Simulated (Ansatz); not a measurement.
Here is the system:

End structure of the (111)B surface of zinc-blende BN, N-terminated, ideal N-terminated 1x1 (bottom of the slab: 3 H on 4 bottom sites):

```xyz
43
Lattice="5.1263 0.0000 0.0000 -2.5631 4.4395 0.0000 0.0000 0.0000 26.5000" Properties=species:S:1:pos:R:3 pbc="T T T"
B      1.2515     0.7573     9.3592
B      3.8748     0.7573     9.3592
B      0.0000     2.9249     9.3592
B      2.5631     2.9597     9.7095
N      0.0000     1.4798     9.9405
N      2.5631     1.4919     9.9022
N     -1.2920     3.6936     9.9022
N      1.2920     3.6936     9.9022
B      0.0000     1.4798    11.5006
B      2.5631     1.4798    11.5006
B     -1.2816     3.6996    11.5006
B      1.2816     3.6996    11.5006
N      0.0000     0.0000    12.0238
N      2.5631     0.0000    12.0238
N     -1.2816     2.2197    12.0238
N      1.2816     2.2197    12.0238
B      0.0000    -0.0010    13.5990
B      2.5631     0.0000    13.6030
B     -1.2824     2.2202    13.5990
B      1.2824     2.2202    13.5990
N      1.2817     0.7399    14.1125
N      3.8446     0.7399    14.1125
N      0.0000     2.9598    14.1126
N      2.5631     2.9597    14.1140
B      1.2814     0.7400    15.7159
B      3.8448     0.7400    15.7159
B      0.0000     2.9595    15.7160
B      2.5631     2.9597    15.7161
N      0.0000     1.4798    16.1824
N      2.5631     1.4798    16.1823
N     -1.2816     3.6996    16.1825
N      1.2816     3.6996    16.1825
B      0.0000     1.4801    17.9679
B      2.5631     1.4796    17.9716
B     -1.2812     3.6996    17.9702
B      1.2812     3.6996    17.9702
N      0.0000     0.0000    18.2453
N      2.5631     0.0000    18.2469
N     -1.2816     2.2197    18.2461
N      1.2816     2.2197    18.2461
H      1.2554     0.7550     8.1552
H      3.8709     0.7550     8.1552
H      0.0000     2.9295     8.1552
```

Set-up: 43 atoms, 10.1 Å thick at the start with caps and adatoms (thin: gaps and levels are the slab's own); mesh 5x5x1; 0.025 eV smearing; dipole correction on; 8 atoms held, the rest relaxed; held to the start's symmetry, so lower structures may exist; spin-polarised, ending with about 3.0 μB a cell, a value that depends on the mesh; orders that need a larger cell were not tried, no spin-orbit, no U. The slab shows no gap over 0.04 eV on its mesh. In PBE it lies 0.03 eV a 1x1 cell over the lowest computed structure of the same composition (2x2 cell from a buckled start).

Question: Estimate the work function of the top face that Ansatz (an electronic-structure program) with PBE returns for this input.

Answer: 6.01 eV
